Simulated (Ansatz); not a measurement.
Start from Ta2O5 (space group Pmmm, No. 47; a = 3.6700 Å, b = 3.8590 Å, c = 6.4332 Å; a cell from a computed database, its experimental status unchecked). Axes: x, y, z lie along a, b, c of the conventional cell.

Computed with PBEsol in Ansatz (plane waves to 420 eV, PAW, spin-orbit coupling left out).

Strains are applied to the cell and any free atomic positions relax; under biaxial strain the out-of-plane vector relaxes too.

One change was made to it. Results:

```csv
quantity,base,after
gap character,"indirect, S → X","indirect, R → X"
"pressure (mean of the normal stresses, compression positive)",0.00 GPa,55.48 GPa
smallest direct gap,0.53 eV,0.90 eV
band gap,0.32 eV,0.58 eV
```

Problem. Which of these changes matches the shifts?
A) biaxial strain +0.79 %, plane normal [001], relaxed out of plane
B) uniaxial strain ε_zz = +1.25 %
C) isotropic strain −5.24 %
D) biaxial strain −0.83 %, plane normal [001], relaxed out of plane

Solution. C, isotropic strain −5.24 %. For comparison, the band gap in the other runs: biaxial strain −0.83 %, plane normal [001], relaxed out of plane gives 0.38 eV; uniaxial strain ε_zz = +1.25 % gives 0.34 eV; biaxial strain +0.79 %, plane normal [001], relaxed out of plane gives 0.28 eV.

With Ta present, leaving out spin-orbit coupling can change the band edges. Stability against distortions was not tested. The zero or small gap of Ta2O5 under biaxial strain +0.79 %, plane normal [001], relaxed out of plane can change with the level of theory.

Ansatz is an electronic-structure program.
